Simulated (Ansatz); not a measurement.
Reference: CuI (P6_3mc), PBEsol, rigid bands (plane waves, PAW, scalar-relativistic; Ansatz, a program for electronic structure); axes and stresses refer to this cell.

```yaml
crystal:
  lattice:
    - [4.18683, 0.00000, 0.00000]
    - [-2.09341, 3.62590, 0.00000]
    - [0.00000, 0.00000, 6.89765]
  atoms:
    - { symbol: Cu, position: [0.66667, 0.33333, 0.87374] }
    - { symbol: Cu, position: [0.33333, 0.66667, 0.37374] }
    - { symbol: I, position: [0.66667, 0.33333, 0.50126] }
    - { symbol: I, position: [0.33333, 0.66667, 0.00126] }
```

* **band gap**: 1.22 eV
* **hole conductivity mass**: 1.03 mₑ
* **hole mass along z**: 1.33 mₑ

Question: Change: spin-orbit coupling switched on. What happens to band gap, hole conductivity mass, hole mass along z?

Answer: band gap decreases to 1.05 eV; hole conductivity mass shrinks to 0.76 mₑ; hole mass along z decreases to 1.15 mₑ.

Masses are for dilute carriers at 300 K, harmonic means over directions unless an axis is named. Spin-orbit coupling is left out unless a row names it; without it the gap and masses of crystals with these elements can be far off. 

Formula and space group known from diffraction (Crystallography Open Database), not checked to be the room-temperature form: CuI (P6_3mc).
